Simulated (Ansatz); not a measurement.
**Refining one setting for Li4H4Rh (I4/m, 9 atoms in the cell)**

Space group I4/m (No. 87); a = b = 6.2196 Å, c = 4.0889 Å, α = β = γ = 90.00°

| atom | site | symmetry | x | y | z |
|---|---|---|---|---|---|
| Li | 8h | m.. | 0.3857 | 0.2205 | 0.0000 |
| H | 8h | m.. | 0.0663 | 0.2651 | 0.0000 |
| Rh | 2a | 4/m.. | 0.0000 | 0.0000 | 0.0000 |
(The calculation used a cell of 9 atoms; values per cell refer to that cell.)

Method of the run: LDA (PW92), default PAW files made with PBE (plane waves; Ansatz, a first-principles code).

The starting cell comes from a database of computed structures (which also holds hypothetical and non-ambient phases and stackings), without a prior relaxation at this level. Spin polarisation is off. Ansatz's pressure includes its estimate of the finite-basis (Pulay) stress.

Held fixed: hamiltonian.xc = lda; hamiltonian.pseudopotentials = {kind: paw} (the program's default PAW files); scf.occupations.method = gaussian; scf.occupations.width = 0.05 eV.

ΔF is the free energy per atom less that of the last row (23 23 23).

| kpoints.mp_grid.grid | ΔF (meV/atom) | pressure (GPa) | largest force (eV/Å) | k-points | iterations |
|---|---|---|---|---|---|
| 1 1 1 | 267.4 | -1.18 | 0.734 | 1 | 10 |
| 2 2 2 | 21.9 | -2.31 | 0.221 | 4 | 6 |
| 3 3 3 | 1.25 | -2.69 | 0.067 | 6 | 6 |
| 4 4 4 | -3.8 | -2.82 | 0.059 | 14 | 6 |
| 5 5 5 | 1.19 | -2.69 | 0.044 | 21 | 6 |
| 7 7 7 | 0.78 | -2.72 | 0.068 | 52 | 7 |
| 8 8 8 | -0.28 | -2.74 | 0.060 | 78 | 7 |
| 9 9 9 | 0.22 | -2.75 | 0.072 | 105 | 6 |
| 11 11 11 | -0.08 | -2.74 | 0.065 | 186 | 7 |
| 13 13 13 | -0.15 | -2.74 | 0.066 | 301 | 7 |
| 15 15 15 | 0.01 | -2.74 | 0.065 | 456 | 7 |
| 19 19 19 | -0.06 | -2.74 | 0.064 | 910 | 7 |
| 23 23 23 | 0.00 | -2.74 | 0.065 | 1596 | 7 |

Largest force within 0.01 eV/Å of the last row: from kpoints.mp_grid.grid = 7 7 7 on; the one before it is off by 0.021 eV/Å. The value it settles on is 0.065 eV/Å at this level of theory and with the other settings as held.

Energy within 0.5 meV/atom of the last row: from kpoints.mp_grid.grid = 8 8 8 on; the one before it is off by 0.78 meV/atom.

Keys are those of Ansatz 0.2.
